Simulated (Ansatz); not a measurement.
The parent structure is ZnGeP$_{2}$ in the chalcopyrite structure (space group I-42d, No. 122).

```
ZnGeP2
1.0
   -2.71210     2.71210     5.35473
    2.71210    -2.71210     5.35473
    2.71210     2.71210    -5.35473
Zn Ge P
2 2 4
Direct
  0.75000   0.25000   0.50000
  0.00000   0.00000   0.00000
  0.25000   0.75000   0.50000
  0.50000   0.50000   0.00000
  0.12667   0.12500   0.50167
  0.62333   0.62500   0.49833
  0.37500   0.87333   0.99833
  0.87500   0.37667   0.00167
```

Method: DFT with PBEsol, PAW potentials and a 420 eV plane-wave cutoff in Ansatz (a quantum-chemistry and plane-wave program), no spin-orbit coupling.

For the base:

- Hole mass = 0.096 mₑ along c, 0.33 mₑ across (at Γ)
- Band gap = 1.07 eV

Perturbation: cell and atoms relaxed at a pressure of 15 GPa.

Problem. How does this affect the hole mass?

Solution. The hole mass goes from 0.096 mₑ along c, 0.33 mₑ across (at Γ) to 0.14 mₑ along c, 0.27 mₑ across (at Γ).

Problem. Predict the new band gap.

Solution. The band gap falls by 0.24 eV (1.07 eV → 0.83 eV).

Load acts through the strain it causes; cell and atoms are relaxed under it. Effective masses come from finite differences of ±0.01 Å⁻¹. Whether these cells are dynamically stable was not tested. Competing high-pressure phases were not computed.
